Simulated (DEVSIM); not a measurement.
Structure: Schottky contact on n-type GaN, at 300 K.

| layer (left to right) | material | thickness (μm) | Nd (cm⁻³) | τn (s) | τp (s) |
|---|---|---|---|---|---|
| 1 | GaN | 10.0 | 1.2e17 | 2e-9 | 2e-9 |
| 2 | GaN | 9.40 | 1.1e18 | 2e-9 | 2e-10 |

Left contact: Schottky, work function 5.48 eV, emission velocity 9.3e6 cm/s. Right contact: ohmic. Voltage is applied to the left contact. Recombination: SRH at mid-gap, radiative. Mobility is μmin + (μ − μmin)/(1 + (N/Nref)^α).

The device is made up for the run: typed textbook-type constants, with dimensions and the other settings drawn at random. Values at 300 K.

| parameter | GaN |
|---|---|
| gap (eV) | 3.43 |
| affinity (eV) | 4.1 |
| permittivity | 9.5 |
| Nc (cm⁻³) | 2.3e18 |
| Nv (cm⁻³) | 4.6e19 |
| μn (cm²/Vs) | 1200 |
| μp (cm²/Vs) | 100 |
| μn,min | 55 |
| μp,min | 3 |
| Nref,n | 2e17 |
| Nref,p | 3e17 |
| αn | 1 |
| αp | 2 |
| B (cm³/s) | 1e-11 |

Simulated with DEVSIM: 1D drift-diffusion, Boltzmann statistics, complete ionisation; no tunnelling, impact ionisation, image-force lowering or self-heating. Metal contacts follow the ideal Schottky-Mott rule: no Fermi-level pinning, no interface dipoles.

Tabulate band edges, carrier densities and field at zero bias.

Energies count from the Fermi level of the right contact; mesh points crowd at the junctions.

| x (μm) | Ec (eV) | Ev (eV) | n (cm⁻³) | p (cm⁻³) | field (V/cm) |
|---|---|---|---|---|---|
| 0.000 | 1.380 | -2.050 | < 1e2 | < 1e2 | -240000 |
| 0.03728 | 0.638 | -2.792 | 4.4e7 | < 1e2 | -160000 |
| 0.1322 | 0.078 | -3.352 | 1.1e17 | < 1e2 | -1400 |
| 0.3579 | 0.076 | -3.354 | 1.2e17 | < 1e2 | ≈ 0 |
| 1.321 | 0.076 | -3.354 | 1.2e17 | < 1e2 | ≈ 0 |
| 3.401 | 0.076 | -3.354 | 1.2e17 | < 1e2 | ≈ 0 |
| 6.938 | 0.076 | -3.354 | 1.2e17 | < 1e2 | ≈ 0 |
| 9.148 | 0.076 | -3.354 | 1.2e17 | < 1e2 | ≈ 0 |
| 9.666 | 0.076 | -3.354 | 1.2e17 | < 1e2 | ≈ 0 |
| 9.883 | 0.076 | -3.354 | 1.2e17 | < 1e2 | ≈ 0 |
| 9.969 | 0.075 | -3.355 | 1.3e17 | < 1e2 | -1600 |
| 10.01 | 0.020 | -3.410 | 1.1e18 | < 1e2 | -2800 |
| 10.06 | 0.019 | -3.411 | 1.1e18 | < 1e2 | ≈ 0 |
| 10.20 | 0.019 | -3.411 | 1.1e18 | < 1e2 | ≈ 0 |
| 10.74 | 0.019 | -3.411 | 1.1e18 | < 1e2 | ≈ 0 |
| 11.91 | 0.019 | -3.411 | 1.1e18 | < 1e2 | ≈ 0 |
| 14.89 | 0.019 | -3.411 | 1.1e18 | < 1e2 | ≈ 0 |
| 17.64 | 0.019 | -3.411 | 1.1e18 | < 1e2 | ≈ 0 |
| 18.90 | 0.019 | -3.411 | 1.1e18 | < 1e2 | ≈ 0 |
| 19.22 | 0.019 | -3.411 | 1.1e18 | < 1e2 | ≈ 0 |
| 19.34 | 0.019 | -3.411 | 1.1e18 | < 1e2 | ≈ 0 |
| 19.40 | 0.019 | -3.411 | 1.1e18 | < 1e2 | ≈ 0 |
